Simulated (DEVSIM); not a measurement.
## abrupt Si p-n junction

Structure: abrupt Si p-n junction, at 300 K.

```csv
layer (left to right),material,thickness (μm),Nd (cm⁻³),Na (cm⁻³),τn (s),τp (s)
1,Si,32.0,-,8.5e15,7.4e-5,7.4e-5
2,Si,25.0,2.1e16,-,7.4e-5,7.4e-5
```

Left contact: ohmic. Right contact: ohmic. Voltage is applied to the left contact. Recombination: SRH at mid-gap, Auger. Mobility is μmin + (μ − μmin)/(1 + (N/Nref)^α).

This is a model device: material constants are rounded textbook-type values typed into the input, and sizes, dopings and lifetimes were drawn at random. Values at 300 K.

| parameter | Si |
|---|---|
| gap (eV) | 1.124 |
| affinity (eV) | 4.05 |
| permittivity | 11.7 |
| Nc (cm⁻³) | 2.86e19 |
| Nv (cm⁻³) | 3.1e19 |
| μn (cm²/Vs) | 1417 |
| μp (cm²/Vs) | 470 |
| μn,min | 52 |
| μp,min | 45 |
| Nref,n | 9.7e16 |
| Nref,p | 2.2e17 |
| αn | 0.68 |
| αp | 0.72 |
| Cn (cm⁶/s) | 2.8e-31 |
| Cp (cm⁶/s) | 9.9e-32 |

DEVSIM, 1D drift-diffusion, Boltzmann statistics, complete ionisation; no tunnelling, impact ionisation, image-force lowering or self-heating.

```json
{
 "potential_step_across_the_device_at_zero_bias": "0.725 V",
 "largest_field_in_the_device_at_zero_bias": "36000 V/cm",
 "Dark forward voltage at 1 A/cm²": "0.633 V",
 "Dark forward voltage at 100 A/cm²": "0.849 V"
}
```

Dark reverse current:

| V (V) | J (A/cm²) |
|---|---|
| -0.10 | -7.5e-11 |
| -0.25 | -1.2e-10 |
| -0.50 | -1.9e-10 |
| -0.75 | -2.5e-10 |
| -1.00 | -3.1e-10 |
| -1.50 | -4.0e-10 |
| -2.00 | -4.9e-10 |
| -2.50 | -5.7e-10 |
| -3.25 | -6.8e-10 |
| -4.00 | -7.7e-10 |
| -5.00 | -8.9e-10 |

Dark forward current:

(V (V), J (A/cm²)): (0.05, 2.1e-10); (0.15, 8.9e-9); (0.20, 5.9e-8); (0.30, 2.8e-6); (0.35, 1.9e-5); (0.45, 0.00091); (0.50, 0.0063); (0.60, 0.29); (0.70, 8.6); (0.75, 26); (0.85, 100); (0.90, 160); (1.00, 320); (1.10, 530); (1.15, 650); (1.25, 930); (1.30, 1100); (1.40, 1500); (1.45, 1700); (1.55, 2100)
